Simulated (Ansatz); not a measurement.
Worked example: relaxation of the atoms of YMg3 (P1, 4 atoms in the cell) in Ansatz (a quantum-chemistry and plane-wave program).

Level of theory: LDA (PW92), default PAW files made with PBE (plane waves; Ansatz).

The change in words: atoms moved at random; scf.convergence.dr2_threshold: default (1e-07 eV) → 0.001 eV; relax: default → atoms; relax.f_tol: default → 0.03 eV/Å. Reference geometry:
```
YMg3
1.0
    0.00000     3.64979     3.64979
    3.64979     0.00000     3.64979
    3.64979     3.64979     0.00000
Y Mg
1 3
Direct
  0.00000   0.00000   0.00000
  0.25000   0.25000   0.25000
  0.75000   0.75000   0.75000
  0.50000   0.50000   0.50000
```

Reference input (self-consistent single point, DFT, LDA (PW92), plane waves, default PAW files made with PBE): basis.ecutwfc = 30.9 Ry; kpoints.mp_grid.grid = 6 6 6; hamiltonian.xc = lda; hamiltonian.pseudopotentials = {kind: paw} (the program's default PAW files); scf.occupations.method = gaussian; scf.occupations.width = 0.02 Ry. This run's input differs from it in these lines:

Ansatz 0.2 input:
```diff
@@ -7,6 +7,6 @@
   atoms:
-    - { symbol: Y, position_ang: [0.000000, 0.000000, 0.000000] }
-    - { symbol: Mg, position_ang: [1.824893, 1.824893, 1.824893] }
-    - { symbol: Mg, position_ang: [5.474678, 5.474678, 5.474678] }
-    - { symbol: Mg, position_ang: [3.649785, 3.649785, 3.649785] }
+    - { symbol: Y, position_ang: [-0.004865, 0.052831, -0.041418] }
+    - { symbol: Mg, position_ang: [1.835378, 1.902359, 1.936532] }
+    - { symbol: Mg, position_ang: [5.501248, 5.460232, 5.484517] }
+    - { symbol: Mg, position_ang: [3.617594, 3.533937, 3.569720] }
 basis:
@@ -20,2 +20,5 @@
   occupations: { method: gaussian, width: 0.02 Ry }
+  convergence: { dr2_threshold: 1.0e-03 eV }
+relax:
+  f_tol: 0.03
 output:
```

The program printed (abridged):

```
   [... SCF lines of the steps left out ...]
relax step   1: F+E_penalty+E_count = -9450.66713268 eV  Δ(F+E_penalty+E_count) = +0.000e0 eV  max|allowed force component| = 5.559e-1 eV/Å  Δτ_max = 0.0000 Å  (6 SCF iters, accepted)
relax step   2: F+E_penalty+E_count = -9450.74481393 eV  Δ(F+E_penalty+E_count) = -7.768e-2 eV  max|allowed force component| = 3.465e-1 eV/Å  Δτ_max = 0.1222 Å  (4 SCF iters, accepted)
relax step   3: F+E_penalty+E_count = -9450.76147190 eV  Δ(F+E_penalty+E_count) = -1.666e-2 eV  max|allowed force component| = 4.781e-3 eV/Å  Δτ_max = 0.0554 Å  (3 SCF iters, accepted)
Stability not checked: this state was not tested for a lower state beside it, because too few of the mixer's solves of this state at the end of the SCF gave a …
Free energy (F): -9450.761472 eV
Internal energy: -9450.690592 eV  (E = F + TS)
E sigma→0 (E₀):  -9450.726032 eV
Entropy (-TS):   -0.070880 eV (-17.720 meV/atom)
Fermi energy:    6.942009 eV
--- Forces (eV/Å), atoms counted from 1 ---
  atom   1  Y     -0.00030289     0.00189361    -0.00469682
  atom   2  Mg    -0.00301216    -0.00237516    -0.00111073
  atom   3  Mg     0.00172587    -0.00180832     0.00232481
  atom   4  Mg     0.00166745     0.00226822     0.00381888
--- Stress (GPa, compression-positive) ---
       -2.402929      -0.004796      -0.001161
   [... lines left out ...]
  atoms:
    - { symbol: Y, position: [7.381486499811592e-5, 0.0001425364254269435, -0.00010938459403537621] }
    - { symbol: Mg, position: [0.2500340397818094, 0.25015213685994464, 0.25009979082856554] }
    - { symbol: Mg, position: [0.7500548843337235, 0.7498226544128533, 0.7500148202547425] }
    - { symbol: Mg, position: [0.4998372610194694, 0.4998815763468079, 0.4999958694656952] }
```

The run converged.  The full log also holds: “iter 3 did not close the SCF: its close was put off for the readings that it lacked (scf_convergence_deferred on its scf_iter line)”. The full log also holds: “iter 4 did not close the SCF: its close was put off for the readings that it lacked (scf_convergence_deferred on its scf_iter line)”.

Summary of the result:
| Property | Value |
|---|---|
| Free energy E − TS (on the zero of these files) | -9450.7615 eV |
| Fermi level (on the code's own zero) | 6.94 eV |
| Pressure | -2.40 GPa |
| Largest force (vector length) | 0.005 eV/Å |
| Relaxation steps | 3 |

The starting cell comes from a database of computed structures (which also holds hypothetical and non-ambient phases and stackings), without a prior relaxation at this level. For this run, on top of that: atoms moved at random. Ansatz's pressure includes its estimate of the finite-basis (Pulay) stress.

Cost on one core of a shared machine: roughly 30 s.
